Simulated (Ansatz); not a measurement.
germanium (0 0 1) on zinc-blende GaP (0 0 1) (film strained to the substrate, started from cuts of the bulks and a machine-learned relaxation; metallic at this level, with no gap by band count; slabs Ga6P5 and Ge8, which can lie off the formulas)

A periodic stack without vacuum, germanium (0 0 1) on zinc-blende GaP (0 0 1) (film strained to the substrate, started from cuts of the bulks and a machine-learned relaxation; metallic at this level, with no gap by band count; slabs Ga6P5 and Ge8, which can lie off the formulas): substrate slab Ga6P5, film Ge8, surface cells [[1, 0], [1, 1]] and [[1, 0], [1, 1]], film strained by -4.4 and -4.4 %, outermost planes Ga/Ga and Ge/Ge as cut, which need not be the usual terminations and can put a slab off its formula.

The start was prepared with a machine-learned potential, and the result is one local minimum, with the in-plane cell held and forces under 0.04 eV/Å; the film can end far from its bulk form.

Level of theory: PBE (plane waves to 420 eV, PAW; Ansatz, a program for electronic structure). Scalar-relativistic, without spin–orbit coupling; PBE gaps are too small against experiment. Its k-point mesh 6×6×1, Fermi–Dirac width 0.05 eV.

| Property | Result |
|---|---|
| interface area | 15.2 Å² |
| period | 28.10 Å |
| heights between the nearest atoms of the two slabs at the two interfaces | 2.37 and 1.55 Å |
| Ga–Ge contacts across the interfaces within 1.22 times the sum of covalent radii | 3, mean 2.48 Å |
| spin-polarised check at this geometry | falls back to no moment |
| slope of the mean potential energy in the substrate | -4.5 MV/cm × e |

```
Ga6Ge8P5
1.0
    3.89417    -0.00027    -0.02179
   -0.00043     3.89226    -0.12387
   -1.78584    -1.24941    28.15990
Ga P Ge
6 5 8
Direct
  0.95297   0.83086   0.12720
  0.40397   0.27522   0.02869
  0.05035   0.93828   0.32314
  0.50182   0.38300   0.22524
  0.14682   0.06073   0.51969
  0.59762   0.49281   0.42110
  0.92887   0.30371   0.07816
  0.02643   0.41132   0.27469
  0.47767   0.85621   0.17666
  0.12266   0.53088   0.47145
  0.57493   0.96618   0.37253
  0.71611   0.07924   0.65440
  0.19095   0.94890   0.60417
  0.27090   0.62469   0.76178
  0.74439   0.61047   0.70870
  0.82229   0.18483   0.86770
  0.29587   0.15475   0.81454
  0.37668   0.74373   0.97354
  0.85053   0.71456   0.92104
```
